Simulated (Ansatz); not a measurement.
The reference is BeTe in the rock salt structure (space group Fm-3m, No. 225; a hypothetical phase, not in the database extracts checked).

```xyz
2
Lattice="0.0000 2.6509 2.6509 2.6509 0.0000 2.6509 2.6509 2.6509 0.0000" Properties=species:S:1:pos:R:3 pbc="T T T"
Te     0.0000     0.0000     0.0000
Be     2.6509     2.6509     2.6509
```

Cartesian axes are those of the cell as printed.

The values are results of PBEsol/PAW in Ansatz (a program for electronic structure), no spin-orbit coupling, not measurements.

Before the change:

```
Item                            Result
-----------------------------  -------
Shortest interatomic distance  2.651 Å
Band gap                          zero
```

It is then changed as follows: a free-standing slab of 3 layers (6 atoms, 2 a layer) is cut normal to the z axis, with 15 Å of vacuum and the in-plane cell held at bulk.

Problem. Predict the new excess energy per area of both faces.

Solution. The excess energy per area of both faces (slab less bulk energy over the cell's area: twice a surface energy) is 0.6 J/m² (uncertain by up to 0.07 J/m²).

Problem. What happens to the shortest interatomic distance?

Solution. The shortest interatomic distance decreases by 0.184 Å to 2.467 Å.

Problem. Estimate the effect on the change of the spacing d12 from its bulk value of 2.651 Å.

Solution. The change of the spacing d12 from its bulk value of 2.651 Å comes out as -1.6 %.

Problem. What does the calculation give for the band gap after the change?

Solution. The band gap remains zero.

Slab and bulk use different k-meshes, which limits the precision of the excess energy. Whether these cells are dynamically stable was not tested. All final runs are without spin polarisation.
